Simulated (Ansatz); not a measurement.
LiAlH4 (I4₁/a, No. 88, 12 atoms in the cell; start mp-1180547) was calculated with LDA (plane waves, PAW; Ansatz, a first-principles code).

Settings: plane-wave cutoff 500 eV, 10×10×12 k mesh (along the axes of the cell as run), gaussian smearing 0.02 eV, scalar-relativistic PAW data made under PBE.

Cell (relaxed at this level):

```cif
data_H8Al2Li2
_chemical_formula_sum 'Li2 Al2 H8'
_space_group_name_H-M_alt 'P 1'
_space_group_IT_number 1
_cell_length_a 5.82916
_cell_length_b 5.82916
_cell_length_c 4.44702
_cell_angle_alpha 112.423
_cell_angle_beta 112.423
_cell_angle_gamma 114.708
loop_
_space_group_symop_operation_xyz
  'x, y, z'
loop_
_atom_site_label
_atom_site_type_symbol
_atom_site_fract_x
_atom_site_fract_y
_atom_site_fract_z
_atom_site_occupancy
Li1 Li 0.37499 0.62501 0.25000 1
Li2 Li 0.62501 0.37499 0.75000 1
Al1 Al 0.87501 0.12499 0.25000 1
Al2 Al 0.12499 0.87501 0.75000 1
H1 H 0.60611 0.03165 0.81037 1
H2 H 0.39389 0.96835 0.18963 1
H3 H 0.96835 0.39389 0.68963 1
H4 H 0.03165 0.60611 0.31037 1
H5 H 0.77871 0.70427 0.67261 1
H6 H 0.22129 0.29573 0.32739 1
H7 H 0.29573 0.22129 0.82739 1
H8 H 0.70427 0.77871 0.17261 1
```

Q: Predict the band gap.

A: 
- band gap: 3.37 eV (on the SCF k mesh)

Note: the relaxation could not lower the start's symmetry, so the cell can be a saddle point above a distorted one.

The computed numbers hold no vibrational or temperature effects.

A start named mp-… is a Materials Project structure, which need not be a measured phase.
